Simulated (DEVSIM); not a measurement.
Structure: abrupt Ge p-n junction, at 300 K.

Layer 1 from the left is Ge, thickness (μm) 5.00, Na (cm⁻³) 1.3e16, τn (s) 1.6e-5, τp (s) 1.6e-5. Layer 2 from the left is Ge, thickness (μm) 6.40, Nd (cm⁻³) 1.6e16, τn (s) 1.6e-5, τp (s) 1.6e-5.

Left contact: ohmic. Right contact: ohmic. Voltage is applied to the left contact. Recombination: SRH at mid-gap, radiative. Mobility is constant in doping.

Constants are typed, rounded textbook-type inputs, not results; the design itself was drawn at random and stands for no fabricated device. Values at 300 K.

Ge: gap (eV) 0.664, affinity (eV) 4, permittivity 16, Nc (cm⁻³) 1.04e19, Nv (cm⁻³) 6e18, μn (cm²/Vs) 3900, μp (cm²/Vs) 1900, B (cm³/s) 6.4e-14.

Simulated with DEVSIM: 1D drift-diffusion, Boltzmann statistics, complete ionisation; no tunnelling, impact ionisation, image-force lowering or self-heating.

Question: What does the simulation give for the largest field in the device at zero bias, the potential step across the device at zero bias?

Answer: largest field in the device at zero bias 22000 V/cm; potential step across the device at zero bias 0.338 V.
